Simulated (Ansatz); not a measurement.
## Pt in the fcc (Cu type) structure (space group Fm-3m, No. 225)

```xyz
1
Lattice="0.0000 1.9850 1.9850 1.9850 0.0000 1.9850 1.9850 1.9850 0.0000" Properties=species:S:1:pos:R:3 pbc="T T T"
Pt     0.0000     0.0000     0.0000
```

Level of theory: PBE (Ansatz, a quantum-chemistry and plane-wave program, PAW, no spin-orbit coupling), earlier PAW set. k-mesh 20×20×20 (Γ-centred); smearing 0.05 eV (Fermi–Dirac).

Volume per atom: 15.64 Å³
Density: 20.71 g/cm³
Band gap: zero
Total energy: -12524.709 eV/atom (σ→0; compares only within this code and set-up)

Whether these cells are dynamically stable was not tested. The final runs are not spin-polarised.
